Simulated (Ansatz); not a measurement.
**Al2O3: energy against strain**

Al2O3 (corundum, R-3c, 8.761 Å³/atom at rest, c along z) under an equal strain ε in the (0001) plane with the normal axis free, as in a coherent film. PBE in Ansatz, a plane-wave DFT program (PAW, default set), 420 eV, 8×8×8 Γ-centred mesh, Fermi-Dirac smearing 0.05 eV; ions are relaxed within the symmetry of each cell.

Here s stands for strain and y for E less E0.

```csv
strain (%),E less E0 (meV/atom)
-3.00,?
-1.50,6.93
-0.75,1.71
0.00,0.00
0.75,1.66
1.50,6.54
```

Q: Fit y against s with a parabola, and predict the withheld value at s = -3.00.

A: Least squares gives y = 0.001 - 0.1107·s + 2.9930·s². Residuals (row less fit): 0.029, -0.058, -0.001, 0.058, -0.029; standard error 0.065 (degrees of freedom: 2). Twice the quadratic coefficient over the volume, 2 × 2.9930 meV × 10⁴ × 0.1602 / 8.761 Å³, is twice the biaxial elastic modulus of this plane = 1095 ± 11 GPa. At the withheld row, y = 0.001 - 0.1107 × (-3.00) + 2.9930 × (-3.00)² = 27.270 meV/atom. The calculation gives 28.58 meV/atom, 1.310 meV/atom above the prediction (4.6 % of the range of y in the table). The row lies outside the fitted rows, so this is an extrapolation. From the scatter of the fitted rows alone, a prediction at this place has a standard error of 0.266 meV/atom, so the miss is 4.9 times that.

One order more, fitted to all 9 runs of the series, follows each within 0.01, so the miss is the next term of a smooth law. Rows are the converged runs of the series near zero and its far end; series whose fitted rows scatter by over a few per cent of the range, as at a crossing or softening among them, aren't shown in this form. Most that stay on the fit to the last digits aren't either.
